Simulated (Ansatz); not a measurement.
The parent structure is TiC in the rock salt structure (space group Fm-3m, No. 225; a = 4.328 Å; relaxed with 0.1 eV smearing).

All numbers come from r2SCAN/PAW in Ansatz (a program for electronic structure), without spin-orbit coupling.

For the base:

| Item | Result |
|---|---|
| Pressure | 0.0 GPa |
| Band gap | zero |

Now apply this change: an isotropic linear strain of −2.00 %; the atoms relax in the strained cell.

Problem. Predict the new energy relative to the base, pressure and band gap.

Solution. The energy goes up by 32 meV/atom; the pressure goes from zero to 17.9 GPa; the band gap stays zero.

No phonon test of stability was made. All final runs are without spin polarisation.
